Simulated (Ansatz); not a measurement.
The parent structure is Cu in the fcc (Cu type) structure (space group Fm-3m, No. 225; a = 3.518 Å; relaxed with 0.1 eV smearing).

Method: LDA (Ansatz, a quantum-chemistry and plane-wave program; PAW; 420 eV plane waves; no SOC).

Strains are applied to the cell and any free atomic positions relax.

One change was made to it. Results:

| quantity | base | after |
|---|---|---|
| pressure | 0.0 GPa | 6.1 GPa |
| energy relative to the base (free energy F) | 0 meV/atom | +6.0 meV/atom |

Q: Which change produced these results?
A. isotropic strain +2.00 %
B. isotropic strain −2.00 %
C. isotropic strain −1.00 %
D. isotropic strain +1.50 %

A: C, isotropic strain −1.00 %. For comparison, the energy relative to the base in the other runs: isotropic strain −2.00 % gives +25 meV/atom; isotropic strain +1.50 % gives +12 meV/atom; isotropic strain +2.00 % gives +21 meV/atom.

No phonon test of stability was made. All final runs are without spin polarisation.
